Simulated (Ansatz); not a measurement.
# Response to strain in CuI

Start from CuI in the zinc blende structure (space group F-43m, No. 216; a = 6.023 Å). Axes: x, y, z lie along the cube axes.

Strains are applied to the cell and any free atomic positions relax; under biaxial strain the out-of-plane vector relaxes too.

All numbers come from r2SCAN, PAW, 500 eV (Ansatz, a program for electronic structure; spin-orbit coupling left out).

| change | out-of-plane strain | electron mass | shortest interatomic distance |
|---|---|---|---|
| base | – | 0.18 mₑ (at Γ) | 2.608 Å |
| biaxial strain −2.50 %, plane normal [111], relaxed out of plane | +2.02 % | 0.15 mₑ out of plane, 0.20 mₑ in plane (at Γ) | 2.584 Å |
| biaxial strain −2.08 %, plane normal [111], relaxed out of plane | +1.67 % | 0.16 mₑ out of plane, 0.20 mₑ in plane (at Γ) | 2.587 Å |
| biaxial strain −1.67 %, plane normal [111], relaxed out of plane | +1.32 % | 0.16 mₑ out of plane, 0.19 mₑ in plane (at Γ) | 2.591 Å |
| biaxial strain −1.25 %, plane normal [111], relaxed out of plane | +0.99 % | 0.17 mₑ out of plane, 0.19 mₑ in plane (at Γ) | 2.595 Å |
| biaxial strain −0.83 %, plane normal [111], relaxed out of plane | +0.65 % | 0.17 mₑ out of plane, 0.19 mₑ in plane (at Γ) | 2.599 Å |
| biaxial strain −0.42 %, plane normal [111], relaxed out of plane | +0.32 % | – | 2.603 Å |

Spin-orbit coupling, missing from the scalar runs, can matter with I. The levels and masses belong to the bands next to the band gap. Masses are band curvatures over ±0.01 Å⁻¹ around the edge. No phonon test of stability was made. All final runs are without spin polarisation.
